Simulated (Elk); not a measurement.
Input and output of a self-consistent single point for NiO (P1, 4 atoms in the cell) (Elk).

Level of theory: PBE, all-electron FP-LAPW, Elk's shipped species files, APW+lo basis with extra local orbitals (Elk).

The change in words: lattice scaled by 0.98. Reference geometry:
```
CELL_PARAMETERS angstrom
      4.18000     2.09000     2.09000
      2.09000     4.18000     2.09000
      2.09000     2.09000     4.18000
ATOMIC_POSITIONS crystal
  Ni 0.00175 0.98130 0.00996
  Ni 0.51217 0.50924 0.47673
  O  0.23275 0.25026 0.26803
  O  0.75333 0.75919 0.74528
```
Moments meant for the start (each program seeds them in its own way; μB, in the order of the atoms Ni Ni O O): 2.0 -2.0 0.0 0.0.

Reference input (self-consistent single point, DFT, PBE, all-electron FP-LAPW, Elk's shipped species files, APW+lo basis with extra local orbitals): xctype = 20; spinpol = true; rgkmax = 7.5; swidth = 0.00183747 Ha; ngridk = 5 5 5; reducebf = 0.5; gmaxvr = 14 1/bohr; nxlo = 2; lorbcnd = true; lmaxi = 3; maxscl = 100; bfcmt = [[0.0, 0.0, -0.5], [0.0, 0.0, 0.5], [0.0, 0.0, 0.0], [0.0, 0.0, 0.0]]. This run's input differs from it in these lines:

```diff
@@ -34,3 +34,3 @@
 scale
-  9.674327346
+  9.480840799
```

Output (repeated stretches shortened):

```
│ Self-consistent loop started │
│ Loop number : 1 │
 total energy                :     -3201.89843482
 total moment                :   0.5842952113E-02
│ Loop number : 2 │
 total energy                :     -3201.99127084
 total moment                :   0.2333204775E-02
RMS change in Kohn-Sham potential (target) :    2.580823865     (  0.1000000000E-05)
Absolute change in total energy (target)   :   0.9283602133E-01 (  0.1000000000E-03)
│ Loop number : 3 │
 total energy                :     -3198.49880657
 total moment                :   0.1646494749
RMS change in Kohn-Sham potential (target) :    2.338129083     (  0.1000000000E-05)
   [... lines left out ...]
│ Loop number : 22 │
 total energy                :     -3192.29174525
 total moment                :  -0.5644989055E-04
RMS change in Kohn-Sham potential (target) :   0.1370358291E-05 (  0.1000000000E-05)
Absolute change in total energy (target)   :   0.8206014172E-04 (  0.1000000000E-03)
│ Loop number : 23 │
 total energy                :     -3192.29172117
 total moment                :  -0.5644580897E-04
RMS change in Kohn-Sham potential (target) :   0.9722128408E-06 (  0.1000000000E-05)
Absolute change in total energy (target)   :   0.3563223800E-05 (  0.1000000000E-03)
Convergence targets achieved

│ Loop number : 24 │

Energies :
 Fermi                       :     0.317257452605
 xc effective B-field        :    -0.128895454281
 external B-field            :      0.00000000000
 total energy                :     -3192.29169461
 (external B-field energy excluded from total)

Density of states at Fermi energy :   0.1879662197E-01
 (states/Hartree/unit cell)

Estimated indirect band gap :   0.2997967238E-01
 from k-point    119 to k-point    124
Estimated direct band gap   :   0.4132738004E-01
 at k-point    124

Charges :
 core                        :    28.00000000
 valence                     :    44.00000000
 interstitial                :    4.621732390
 muffin-tins (core leakage)
  species :    1 (Ni)
   atom    1                 :    26.54337724     (  0.1249632657E-02)
   [... lines left out ...]

Moments :
 interstitial                :  -0.4130745693E-02
 muffin-tins
  species :    1 (Ni)
   atom    1                 :    1.323781316
   atom    2                 :   -1.318475176
  species :    2 (O)
   atom    1                 :   0.2043435120E-01
   atom    2                 :  -0.2166619012E-01
 total in muffin-tins        :   0.4074301245E-02
 total moment                :  -0.5644444747E-04

│ Self-consistent loop stopped │
```

The run converged in 24 iterations. The count includes the last loop, which Elk runs after its targets are met. Against the reference run the gap on the mesh hardly changes (0.820 to 0.816 eV).

The starting cell has typed, rounded lattice constants, without a prior relaxation at this level. Its atoms were displaced at random from the sites of space group no. 225. For this run, on top of that: lattice scaled by 0.98. The magnetic order is the one reached from the typed start; others were not searched systematically. Values depend on the basis (sphere radii, cutoffs, local orbitals), which need not be converged.

Cost on one core of a shared machine: roughly 7 min.
